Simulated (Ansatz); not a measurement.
Defect migration in silicon: interstitial Ni, neutral cell. The step: Ni moves alone to another site; the atom moves 1.30 Å along (-0.17, 0.00, 0.17) of the unit cell; the moving atom starts with neighbours 3 Si at 2.31, 3 Si at 2.39 Å and ends with 3 Si at 2.31, 3 Si at 2.39 Å. A PBE band in Ansatz (plane-wave PAW, a 2×2×2 k-point mesh shifted by half a step, 64 host sites, 22 SCF runs with any check of the saddle's order, static, no finite-size correction) gives a forward barrier of 0.083 eV. The saddle point's order was not checked, and it lies on a symmetry element of the cell, where a band can be held. The charge state is imposed; whether it is stable for some Fermi level was not computed. Sites that were not tried may lie lower.

Single points at the band's start and saddle point can refine it. Rough cost of one point, in units of the band's mean SCF on the same machine:

```json
[
 {"Level": "PBE, a 3×3×3 k-point mesh shifted by half a step", "Cost of one point": "about 4"},
 {"Level": "r2SCAN at 500 eV, a 2×2×2 k-point mesh shifted by half a step", "Cost of one point": "about 3"}
]
```

**Question.** Which of these move the barrier by more than 0.1 eV, and how far does each move it?

**Answer.** Not one does. PBE, a 3×3×3 k-point mesh shifted by half a step: 0.00 eV; r2SCAN at 500 eV, a 2×2×2 k-point mesh shifted by half a step: +0.08 eV. Each functional is compared with PBE at the same k-points.

Ansatz is an electronic-structure program.
